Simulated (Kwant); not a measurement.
Computed with Kwant: Hückel tight-binding model, one pz orbital an atom, one spin, coherent transport at 0 K. Conductance is in e²/h.

System: π system C=Cc1ccccc1 between two chain leads. The π system is taken as planar. Atoms are numbered from 0 in the order of the SMILES. Site energies (eV, carbon 0): [0.0, 0.0, 0.0, 0.0, 0.0, 0.0, 0.0, 0.0]. Bonds (i, j, β in eV): (0,1,-2.4) (1,2,-2.4) (2,3,-2.4) (3,4,-2.4) (4,5,-2.4) (5,6,-2.4) (6,7,-2.4) (7,2,-2.4). Leads: chains of hopping −3.6 eV, joined by −0.48 eV to atoms 3 and 5.

Site energies and bond integrals are typed Hückel values.

Sweep values stay those of the base run.

One input was changed, with this effect: transmission at E = 0 < 1e-12 → 0.0028.

Q: Which change was it?
(A) contacts moved from atoms [3, 5] to [1, 5]
(B) contacts moved from atoms [3, 5] to [3, 6]
(C) contacts moved from atoms [3, 5] to [1, 3]
(D) contacts moved from atoms [3, 5] to [3, 7]
(E) contacts moved from atoms [3, 5] to [0, 1]
(F) contacts moved from atoms [3, 5] to [4, 5]

A: E, contacts moved from atoms [3, 5] to [0, 1]
